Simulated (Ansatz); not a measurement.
Base system: TiO2 in the rutile structure (space group P4_2/mnm, No. 136; a = 4.643 Å, c = 2.964 Å). Axes: x, y, z lie along a, b, c of the conventional cell.

Level of theory: Ansatz (a first-principles code) PBE, scalar-relativistic without spin-orbit coupling.

Base values:

The valence-band top at Γ comes out as 0.00, -0.43, -0.43 eV. The band gap is 1.86 eV and the gap character is direct at Γ.

The change: the cell is stretched by 2.40 % along z with no lateral relaxation, atoms relaxed at fixed cell.

Question: How does this affect the valence-band top at Γ, band gap and gap character?

Answer: The valence-band top at Γ (three highest levels, from the VBM) goes from 0.00, -0.43, -0.43 eV to 0.00, -0.42, -0.42 eV; the band gap drops by 0.07 eV to 1.79 eV; the gap character remains direct at Γ.

The cells carry an imposed strain or load. Stability against distortions was not tested. All final runs are without spin polarisation.
